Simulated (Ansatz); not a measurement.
## CdSe in the zinc blende structure (space group F-43m, No. 216)

Space group F-43m (No. 216); a = b = c = 6.082 Å, α = β = γ = 90.00°

| atom | site | symmetry | x | y | z |
|---|---|---|---|---|---|
| Cd | 4a | -43m | 0.0000 | 0.0000 | 0.0000 |
| Se | 4d | -43m | 0.7500 | 0.7500 | 0.7500 |
(The calculation used a cell of 2 atoms; values per cell refer to that cell.)

Calculations: PBEsol (Ansatz, a quantum-chemistry and plane-wave program, PAW, scalar-relativistic without spin-orbit coupling). k-mesh 9×9×9 (Γ-centred); smearing 0.05 eV (Fermi–Dirac).

* **Volume per atom**: 28.12 Å³
* **Density**: 5.65 g/cm³
* **Band gap**: 0.48 eV, direct at Γ
* **Electron mass**: 0.049 mₑ
* **Hole mass (degenerate bands, along [100])**: 0.050, 0.66, 0.66 mₑ
* **Lowest conduction-band minima above the VBM**: Γ 0.48 eV
* **Total energy**: -6804.705 eV/atom (σ→0; compares only within this code and set-up)

Effective masses come from finite differences of ±0.01 Å⁻¹. Semilocal Kohn–Sham gaps tend to fall short of experiment. Stability against distortions was not tested.
